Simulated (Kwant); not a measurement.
System: GaAs/Al0.3Ga0.7As stack with 3 barriers. One parabolic valley. Leads of mass 0.067 mₑ with the band edge at 0; grid 0.1 nm; bias 0.072 V, dropping linearly over the stack.

| layer | thickness (nm) | band offset (eV) | mass (mₑ) |
|---|---|---|---|
| 1 | 1.6 | 0.24 | 0.092 |
| 2 | 2.9 | 0 | 0.067 |
| 3 | 1.6 | 0.24 | 0.092 |
| 4 | 2.9 | 0 | 0.067 |
| 5 | 1.6 | 0.24 | 0.092 |

The device is made up for the run: typed textbook-type constants, with dimensions and the other settings drawn at random.

Kwant, one-band effective-mass tight-binding model in one dimension, coherent, no space charge.

Sweep values stay those of the base run.

The thickness of the first barrier was swept, all else fixed.

```
thickness of the first barrier (nm)  mean transmission over the sweep  transmission at E = 0.2699 eV  transmission at E = 0.3600 eV  transmission at E = 0.1799 eV
-----------------------------------  --------------------------------  -----------------------------  -----------------------------  -----------------------------
1                                                                0.39                           0.18                           0.24                           0.48
1.3                                                              0.35                           0.14                           0.21                           0.42
1.6                                                              0.30                           0.11                           0.20                           0.34
1.9                                                              0.26                          0.093                           0.19                           0.26
2.2                                                              0.22                          0.078                           0.19                           0.20
```

From the first row to the last the mean transmission over the sweep goes from 0.39 to 0.22. From the first row to the last the transmission at E = 0.2699 eV goes from 0.18 to 0.078.
